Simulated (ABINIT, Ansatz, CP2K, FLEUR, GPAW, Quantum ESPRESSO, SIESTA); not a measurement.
One structure in several programs: Zn2GaCuSe4 (I-42m, 8 atoms in the cell)

Self-consistent single point.

```
Zn2GaCuSe4
1.0
   -2.85330     2.85330     5.68208
    2.85330    -2.85330     5.68208
    2.85330     2.85330    -5.68208
Zn Ga Cu Se
2 1 1 4
Direct
  0.75000   0.25000   0.50000
  0.25000   0.75000   0.50000
  0.50000   0.50000   0.00000
  0.00000   0.00000   0.00000
  0.12590   0.12590   0.49750
  0.87410   0.37160   0.00000
  0.62840   0.62840   0.50250
  0.37160   0.87410   0.00000
```

All programs got the same cell, k-point mesh and kind of occupations (in Ansatz's words: kpoints.mp_grid.grid = 3 3 3; scf.occupations.method = fermi_dirac; scf.occupations.width = 0.02 eV); potentials, basis and cutoffs are each program's usual ones.

| code | model | pressure (GPa) | largest force (eV/Å) | gap on the mesh (eV) | k-points | cutoff |
|---|---|---|---|---|---|---|
| GPAW | LDA (Perdew-Wang 92), GPAW PAW datasets LDA (gpaw-data 1.0.1) | -5.33 | 0.111 | 0.262 | 6 | 800 eV |
| FLEUR | LDA (Vosko-Wilk-Nusair), all-electron FLAPW (FLEUR), scalar-relativistic valence | – | 0.088 | 0.229 | 6 | Kmax 3.8 1/bohr |
| Ansatz | LDA (PW92), PAW files made with PBE | -5.43 | 0.096 | 0.240 | 6 | 420 eV |
| Quantum ESPRESSO | LDA (PZ), PSlibrary PAW (LDA) pseudopotentials | -5.29 | 0.092 | 0.235 | 6 | 70 Ry |
| SIESTA | LDA PW92, numerical atomic orbitals DZP, PseudoDojo LDA standard norm-conserving potentials (rewritten from UPF to PSML) | -4.13 | 0.188 | 0.414 | 14 | grid 350 Ry |
| CP2K | LDA (Pade form), GPW, DZVP-MOLOPT-SR-GTH basis, GTH-PADE potentials (GTH_POTENTIALS) | -4.69 | 0.076 | 0.220 | 14 | grid 600 Ry |
| ABINIT | LDA (PW92), PAW (JTH v2.0 LDA PAW) | -5.42 | 0.088 | 0.242 | 6 | 816 eV |

A dash marks a value that a program does not give, or that is left out as unsure.

Gaps are read on the mesh.

The spread over the programs that give each value: pressure within 1.30 GPa; largest force within 0.112 eV/Å; gap on the mesh within 0.194 eV.

The starting cell comes from a database of computed structures (which also holds hypothetical and non-ambient phases and stackings), without a prior relaxation at this level. On Ansatz's run: Spin polarisation is off. In the base run, with a pressure of about -5 GPa the cell is away from its equilibrium volume at this level.

Question: Why do the programs differ, and what cannot be compared?

Answer: Differences of this kind can come from the potentials, where these differ, and from what each basis and cutoff leave unconverged. The valence holds different numbers of electrons (GPAW 62, FLEUR 112, Ansatz (a program for electronic structure) 120, Quantum ESPRESSO 72, SIESTA 136, CP2K 72, ABINIT 80). The zero of total energies and Fermi levels follows the potentials and each program's conventions, so they are not compared here. SIESTA and CP2K use small atom-centred bases, whose incompleteness enters pressures, forces and empty levels differently from a plane-wave cutoff. FLEUR treats all electrons, but the usual bases taken here (sphere radii, linearisation, local orbitals, empty states) were not tested for convergence, so the values are no reference for the others. Ansatz's pressure is given at a fixed set of plane waves, as the other plane-wave codes print theirs; with its correction for the finite basis it is -5.39 GPa. The same LDA comes in different parametrisations, which differ slightly. The programs reduce the same mesh by symmetry to different extents, which changes the work and not the result. In the pressure, SIESTA (by 1.25) lies more than 1 GPa from the median of the plane-wave programs. In the gap, SIESTA (by 0.173) lies more than 0.12 eV from the median of the plane-wave programs. In the force vectors, SIESTA (by 0.101) lies more than 0.08 eV/Å from the median of the plane-wave programs.

Keys are those of Ansatz 0.2.
